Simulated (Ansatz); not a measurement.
A computed series for HgF2: response to strain

The reference is HgF2 in the fluorite structure (space group Fm-3m, No. 225; a = 5.539 Å). Axes: x, y, z lie along the cube axes.

Strains are applied to the cell and any free atomic positions relax; under biaxial strain the out-of-plane vector relaxes too.

Level of theory: Ansatz (a program for electronic structure), PBEsol, PAW, cutoff 420 eV, spin-orbit coupling left out.

Candidates:
(a) biaxial strain +1.00 %, plane normal [001], relaxed out of plane
(b) biaxial strain −1.00 %, plane normal [001], relaxed out of plane
(c) biaxial strain +2.00 %, plane normal [001], relaxed out of plane
(d) biaxial strain +2.50 %, plane normal [001], relaxed out of plane
(e) biaxial strain +1.50 %, plane normal [001], relaxed out of plane

### Question
Order them by out-of-plane strain, lowest first.

### Answer
(d) biaxial strain +2.50 %, plane normal [001], relaxed out of plane (-2.30 %), (c) biaxial strain +2.00 %, plane normal [001], relaxed out of plane (-1.87 %), (e) biaxial strain +1.50 %, plane normal [001], relaxed out of plane (-1.42 %), (a) biaxial strain +1.00 %, plane normal [001], relaxed out of plane (-0.96 %), (b) biaxial strain −1.00 %, plane normal [001], relaxed out of plane (+1.02 %)

Whether these cells are dynamically stable was not tested.
